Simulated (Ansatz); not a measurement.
## SiO2 (P4₁2₁2, No. 92)

The numbers are results of HSE06 (Ansatz, a first-principles code, plane waves, PAW), not measurements.

Numerical settings: plane-wave cutoff 460 eV, 6×6×4 k mesh (along the axes of the cell as run), Fermi–Dirac smearing 0.01 eV, scalar-relativistic PAW data made under PBE.

Cell (measured lattice):

```
O2Si
1.0
    4.95700     0.00000     0.00000
    0.00000     4.95700     0.00000
    0.00000     0.00000     6.89030
Si O
4 8
Direct
  0.30470   0.30470   0.00000
  0.80470   0.19530   0.75000
  0.19530   0.80470   0.25000
  0.69530   0.69530   0.50000
  0.23810   0.11090   0.18260
  0.73810   0.38910   0.56740
  0.26190   0.61090   0.06740
  0.76190   0.88910   0.68260
  0.88910   0.76190   0.31740
  0.38910   0.73810   0.43260
  0.61090   0.26190   0.93260
  0.11090   0.23810   0.81740
```

```json
{
 "band_gap": "7.56 eV (on the SCF k mesh) (direct)"
}
```

Note: cell and atoms aren't relaxed at this level (largest force component 0.32 eV/Å, pressure 1.4 GPa).

Computed values are for the static lattice.
